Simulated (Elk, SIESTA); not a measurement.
A SIESTA input for a self-consistent single point of SiSbPt₅ (P4/mmm, 7 atoms in the cell) (DFT, LDA PW92, numerical atomic orbitals DZP, PseudoDojo LDA standard norm-conserving potentials (rewritten from UPF to PSML)):

```
# files in the folder: Si.psml Sb.psml Pt.psml (PseudoDojo LDA standard)
SystemName  SiSbPt5
SystemLabel SiSbPt5

NumberOfAtoms                7
NumberOfSpecies              3
%block ChemicalSpeciesLabel
  1 14 Si
  2 51 Sb
  3 78 Pt
%endblock ChemicalSpeciesLabel
LatticeConstant              1.0 Bohr
%block LatticeVectors
     7.401021660    0.000000000    0.000000000
     0.000000000    7.401021660    0.000000000
     0.000000000    0.000000000   13.469264838
%endblock LatticeVectors
AtomicCoordinatesFormat      Ang
%block AtomicCoordinatesAndAtomicSpecies
     0.000000000    0.000000000    3.563814000  1
     1.958226000    1.958226000    0.000000000  2
     0.000000000    1.958226000    2.141139451  3
     0.000000000    1.958226000    4.986488549  3
     1.958226000    0.000000000    2.141139451  3
     1.958226000    0.000000000    4.986488549  3
     0.000000000    0.000000000    0.000000000  3
%endblock AtomicCoordinatesAndAtomicSpecies

XC.functional                LDA
XC.authors                   PW92
PAO.BasisSize                DZP
PAO.EnergyShift              0.005 Ry
MeshCutoff                   400 Ry
%block kgrid.MonkhorstPack
    6   0   0  0.0
    0   6   0  0.0
    0   0   3  0.0
%endblock kgrid.MonkhorstPack
OccupationFunction           MP
OccupationMPOrder            0
ElectronicTemperature        0.1 eV

MaxSCFIterations             150
SCF.Mixer.Method             Pulay
SCF.Mixer.Weight             0.25
SCF.Mixer.History            6
SCF.DM.Tolerance             1.0E-05
Diag.ParallelOverK           true
WriteForces                  true
```

Question: Give the Elk input for the same structure, mesh, smearing and functional.

Answer: This is the input that was run; spellings and numerical settings could be chosen otherwise.

```
tasks
  0

rmtscf
  0.88

stype
  0

swidth
  0.00367493

maxscl
  100

scale
  7.40102166

avec
    1.0000000000    0.0000000000    0.0000000000
    0.0000000000    1.0000000000    0.0000000000
    0.0000000000    0.0000000000    1.8199196620

atoms
  3
  'Si.in'
  1
  0.0000000000  0.0000000000  0.5000000000    0.0 0.0 0.0
  'Sb.in'
  1
  0.5000000000  0.5000000000  0.0000000000    0.0 0.0 0.0
  'Pt.in'
  5
  0.0000000000  0.5000000000  0.3004000000    0.0 0.0 0.0
  0.0000000000  0.5000000000  0.6996000000    0.0 0.0 0.0
  0.5000000000  0.0000000000  0.3004000000    0.0 0.0 0.0
  0.5000000000  0.0000000000  0.6996000000    0.0 0.0 0.0
  0.0000000000  0.0000000000  0.0000000000    0.0 0.0 0.0

ngridk
  6 6 3
```

Basis, cutoffs, solver keys and any potentials are the target program's own. This input uses DFT, LDA (PW92), all-electron FP-LAPW, Elk's shipped species files, default APW+lo basis. LDA parametrisations can differ slightly between programs.

The starting cell comes from a database of computed structures (which also holds hypothetical and non-ambient phases and stackings), without a prior relaxation at this level. For this run, on top of that: lattice scaled by 0.98.
